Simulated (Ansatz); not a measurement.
ScCuO$_{2}$ (R-3m): band-edge transport data

Data:

```
CuScO2
1.0
    1.60109     0.92439     5.64422
   -1.60109     0.92439     5.64422
    0.00000    -1.84878     5.64422
Sc Cu O
1 1 2
Direct
  0.50000   0.50000   0.50000
  0.00000   0.00000   0.00000
  0.89300   0.89300   0.89300
  0.10700   0.10700   0.10700
```

Calculation: PBEsol, rigid bands (plane waves, PAW, scalar-relativistic; Ansatz, a quantum-chemistry and plane-wave program). How the cell was made: cell and atoms relaxed with PBEsol.

```
Item                                                                   Result
--------------------------------------------  -------------------------------
band gap                                                              2.19 eV
electron conductivity mass (300 K, dilute)    0.66 (x), 0.66 (y), 0.79 (z) mₑ
effective density of states N_c (300 K)                           6.5e19 cm⁻³
density-of-states mass, electrons                                     1.89 mₑ
Seebeck coefficient, n-type 1e19 cm⁻³, 300 K                        -381 μV/K
```

Rigid bands; masses and Seebeck coefficients take one relaxation time τ for all states and one kind of carrier; polarons and phonon drag are left out. Spin-orbit coupling is left out.

Formula and space group known from diffraction (Crystallography Open Database), not checked to be the room-temperature form: ScCuO2 (R-3m).
